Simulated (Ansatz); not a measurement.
Short convergence ladders for a (110) slab of MgTl (cut from a parent of space group no. 221; 8 atoms in the cell)

```yaml
crystal:
  lattice:
    - [3.61961, 0.00000, 0.00000]
    - [0.00000, 5.11890, 0.00000]
    - [0.00000, 0.00000, 21.67828]
  atoms:
    - { symbol: Mg, position: [0.00000, 0.25000, 0.32290] }
    - { symbol: Tl, position: [0.50000, 0.75000, 0.32290] }
    - { symbol: Mg, position: [0.00000, 0.75000, 0.44097] }
    - { symbol: Tl, position: [0.50000, 0.25000, 0.44097] }
    - { symbol: Mg, position: [0.00000, 0.25000, 0.55903] }
    - { symbol: Tl, position: [0.50000, 0.75000, 0.55903] }
    - { symbol: Mg, position: [0.00000, 0.75000, 0.67710] }
    - { symbol: Tl, position: [0.50000, 0.25000, 0.67710] }
```

Base method: LDA (PW92), default PAW files made with PBE (plane waves; Ansatz, a first-principles code).

Base settings: basis.ecutwfc = 420 eV; kpoints.mp_grid.grid = 5 3 1; hamiltonian.xc = lda; hamiltonian.pseudopotentials = {kind: paw} (the program's default PAW files); scf.occupations.method = gaussian; scf.occupations.width = 0.1 eV.

The count of work is k-points × plane waves × bands × iterations; it is no time. Core times come from one kind of shared machine, to one figure; runs under 30 s give none.

**The vacuum**

The mesh stays at the base's, so the ladder's end is converged at best in this setting alone.

Only quantities that move along the ladder and can be compared are tabulated.

| vacuum between outermost atoms (Å) | free energy less the last step's (meV/atom) | largest difference of a force vector from the last step's (eV/Å) | count of work / last |
|---|---|---|---|
| 3.0 | -95.66 | 0.366 | 0.28 |
| 4.0 | -58.55 | 0.258 | 0.31 |
| 5.0 | -29.30 | 0.132 | 0.34 |
| 6.0 | -12.59 | 0.058 | 0.36 |
| 7.0 | -4.79 | 0.022 | 0.39 |
| 8.0 | -1.69 | 0.008 | 0.42 |
| 10.0 | -0.18 | 0.001 | 0.47 |
| 12.0 | -0.02 | 0.000 | 0.52 |
| 14.0 | 0.00 | 0.000 | 0.57 |
| 17.0 | 0.00 | 0.000 | 0.65 |
| 20.0 | 0.00 | 0.000 | 0.73 |
| 25.0 | 0.00 | 0.001 | 0.87 |
| 30.0 | 0.00 | 0.000 | 1.0 |

Smallest vacuum between outermost atoms (Å) that holds the free energy within 1 meV/atom of the last step, with all finer ones: 10.0; the step before is off by 1.7 meV/atom.

Smallest vacuum between outermost atoms (Å) that holds the forces within 0.01 eV/Å of the last step, with all finer ones: 8.0, at 0.42 of the last step's count of work; the step before is off by 0.022 eV/Å.

**The k-point mesh**

Only quantities that move along the ladder and can be compared are tabulated.

```tsv
kpoints.mp_grid.grid	free energy less the last step's (meV/atom)	largest difference of a force vector from the last step's (eV/Å)	count of work / last	core time / last (rough)
2 2 1	-141.37	0.233	0.048	–
3 2 1	68.64	0.396	0.048	–
4 3 1	28.22	0.221	0.063	–
5 3 1	-4.46	0.080	0.056	–
5 4 1	-8.10	0.063	0.083	–
6 4 1	5.59	0.065	0.13	–
7 5 1	5.88	0.183	0.11	–
8 6 1	6.22	0.040	0.21	–
9 7 1	-0.32	0.080	0.19	–
11 8 1	-1.72	0.018	0.28	0.3
12 9 1	-0.95	0.019	0.32	0.3
15 10 1	-1.60	0.045	0.44	0.5
17 12 1	1.38	0.027	0.58	0.6
20 14 1	-0.21	0.019	0.81	0.8
23 17 1	0.00	0.000	1.0	1
```

Coarsest kpoints.mp_grid.grid that holds the free energy within 5 meV/atom of the last step, with all finer ones: 9 7 1, at 0.19 of the last step's count of work; the step before is off by 6.2 meV/atom.

Coarsest kpoints.mp_grid.grid that holds the forces within 0.01 eV/Å: not settled: the last two steps still differ by 0.019 eV/Å, over half the tolerance, so the ladder does not show it.

Two neighbours can agree and both be off: 6 4 1 and 7 5 1 differ by 0.29 meV/atom in the free energy, yet lie about 5.9 meV/atom from the last step.

**The plane-wave cutoff**

The mesh stays at the base's, so the ladder's end is converged at best in this setting alone.

Only quantities that move along the ladder and can be compared are tabulated.

| basis.ecutwfc | free energy less the last step's (meV/atom) | largest difference of a force vector from the last step's (eV/Å) | count of work / last |
|---|---|---|---|
| 210 eV | 2266.78 | 0.039 | 0.13 |
| 250 eV | 453.44 | 0.011 | 0.16 |
| 295 eV | 51.48 | 0.008 | 0.21 |
| 355 eV | 2.08 | 0.000 | 0.28 |
| 420 eV | 0.73 | 0.000 | 0.35 |
| 505 eV | 0.25 | 0.000 | 0.47 |
| 630 eV | 0.08 | 0.000 | 0.65 |
| 840 eV | 0.00 | 0.000 | 1.0 |

Coarsest basis.ecutwfc that holds the forces within 0.005 eV/Å of the last step, with all finer ones: 355 eV, at 0.28 of the last step's count of work; the step before is off by 0.008 eV/Å.

Coarsest basis.ecutwfc that holds the free energy within 0.5 meV/atom of the last step, with all finer ones: 505 eV; the step before is off by 0.73 meV/atom.

On the base run: the starting cell comes from a database of computed structures (which also holds hypothetical and non-ambient phases and stackings), without a prior relaxation at this level. The slab is cut from that crystal, and its faces are unrelaxed. Its lattice was rescaled by up to half a per cent. Without a gap this mesh is coarse (it stands for a supercell whose shortest in-plane vector is 15 Å).

Left out of this page: 1 run of the series outside the window shown, repeating another row's setting, or not comparable.

Keys are those of Ansatz 0.2.
